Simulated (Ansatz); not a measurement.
BP, carrier doping

Take BP in the zinc blende structure (space group F-43m, No. 216; a = 4.548 Å) as the base.

Carriers are added at fixed cell with a uniform background; the Fermi–Dirac width is that of 300 K.

Level of theory: Ansatz (a first-principles code), PBE, PAW, cutoff 420 eV, scalar-relativistic without spin-orbit coupling, earlier PAW set.

Notes on the quantities. Fermi level from band edge: Fermi level relative to the doped band's edge (positive inside the band; to 0.05 eV).

```
case                      Fermi level from band edge  gap between the host's bands
------------------------  --------------------------  ----------------------------
undoped                                            –                       1.25 eV
electrons 7.0×10^20 cm⁻³                    +0.20 eV                       1.24 eV
electrons 1.5×10^21 cm⁻³                    +0.30 eV                       1.24 eV
electrons 2.0×10^21 cm⁻³                    +0.35 eV                       1.23 eV
electrons 5.0×10^21 cm⁻³                    +0.65 eV                       1.21 eV
holes 7.0×10^20 cm⁻³                        +0.20 eV                       1.26 eV
holes 1.5×10^21 cm⁻³                        +0.35 eV                       1.27 eV
holes 2.0×10^21 cm⁻³                        +0.45 eV                       1.28 eV
holes 5.0×10^21 cm⁻³                        +0.75 eV                       1.33 eV
```

Charged cell with a jellium background: band edges are those of the host's band count, energies are not comparable with the neutral cell, and many-body gap narrowing is missing. Whether these cells are dynamically stable was not tested.
